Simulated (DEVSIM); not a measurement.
**abrupt Si p-n junction**

Structure: abrupt Si p-n junction, at 300 K.

```csv
layer (left to right),material,thickness (μm),Nd (cm⁻³),Na (cm⁻³),τn (s),τp (s)
1,Si,1.00,-,2.7e16,1.3e-5,1.3e-5
2,Si,8.50,2.5e17,-,1.3e-5,1.3e-5
```

Left contact: ohmic. Right contact: ohmic. Voltage is applied to the left contact. Recombination: SRH at mid-gap, radiative. Mobility is μmin + (μ − μmin)/(1 + (N/Nref)^α).

The device is made up for the run: typed textbook-type constants, with dimensions and the other settings drawn at random. Values at 300 K.

| parameter | Si |
|---|---|
| gap (eV) | 1.124 |
| affinity (eV) | 4.05 |
| permittivity | 11.7 |
| Nc (cm⁻³) | 2.86e19 |
| Nv (cm⁻³) | 3.1e19 |
| μn (cm²/Vs) | 1417 |
| μp (cm²/Vs) | 470 |
| μn,min | 52 |
| μp,min | 45 |
| Nref,n | 9.7e16 |
| Nref,p | 2.2e17 |
| αn | 0.68 |
| αp | 0.72 |
| B (cm³/s) | 4.7e-15 |

Simulated with DEVSIM: 1D drift-diffusion, Boltzmann statistics, complete ionisation; no tunnelling, impact ionisation, image-force lowering or self-heating.

* **Potential step across the device at zero bias**: 0.819 V
* **Largest field in the device at zero bias**: 76000 V/cm
* **Dark forward voltage at 1 A/cm²**: 0.578 V
* **Dark forward voltage at 100 A/cm²**: 0.703 V

Small-signal capacitance in reverse bias (quasi-static):

| V (V) | C (nF/cm²) |
|---|---|
| -0.2 | 45.7 |
| -0.5 | 39.9 |
| -1 | 33.8 |
| -1.5 | 29.9 |
| -2 | 27.0 |
| -3 | 23.2 |
| -4 | 20.6 |
| -5 | 18.7 |
| -6.5 | 16.7 |

Dark reverse current:

```csv
V (V),J (A/cm²)
-0.20,-4.9e-10
-0.50,-7.5e-10
-1.00,-1.1e-9
-1.50,-1.4e-9
-2.00,-1.7e-9
-3.00,-2.1e-9
-4.00,-2.5e-9
-5.00,-2.9e-9
-6.50,-3.4e-9
```
